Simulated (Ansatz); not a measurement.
Base system: CdTe in the zinc blende structure (space group F-43m, No. 216).

```
CdTe
1.0
    0.00000     3.27881     3.27881
    3.27881     0.00000     3.27881
    3.27881     3.27881     0.00000
Te Cd
1 1
Direct
  0.75000   0.75000   0.75000
  0.00000   0.00000   0.00000
```

Computed with r2SCAN in Ansatz (plane waves to 500 eV, PAW, no spin-orbit coupling).

For the base:

The valley order comes out as Γ 1.17 eV; L along ⟨111⟩ 2.20 eV and the electron mass comes out as 0.090 mₑ (at Γ). The hole mass is 0.092, 0.55, 0.55 mₑ (at Γ).

One thing is altered: a hydrostatic pressure of 22.5 GPa.

Question: What happens to the valley order?

Answer: The valley order (the lowest conduction-band minima on the path, energy above the VBM, named in the base's zone) goes from Γ 1.17 eV; L along ⟨111⟩ 2.20 eV to Γ 2.10 eV; X along ⟨100⟩ 2.22 eV; L along ⟨111⟩ 2.46 eV.

Question: What happens to the electron mass?

Answer: The electron mass goes from 0.090 mₑ (at Γ) to 0.12 mₑ (at Γ).

Question: Predict the new hole mass.

Answer: The hole mass (degenerate bands, along [100]) becomes 0.13, 0.34, 0.34 mₑ (at Γ) (base: 0.092, 0.55, 0.55 mₑ (at Γ)).

Spin-orbit coupling, missing from the scalar runs, can matter with Te. The levels and masses belong to the bands next to the band gap. Load acts through the strain it causes; cell and atoms are relaxed under it. Effective masses come from finite differences of ±0.01 Å⁻¹. No phonon test of stability was made. Measured, CdTe leaves this structure (for cinnabar) near 3.53 GPa (temperature not stated; as listed in Datta, Sujoy, Jana, Debnarayan, arXiv (2020)), on rising pressure, with hysteresis.

Ansatz is a first-principles code.
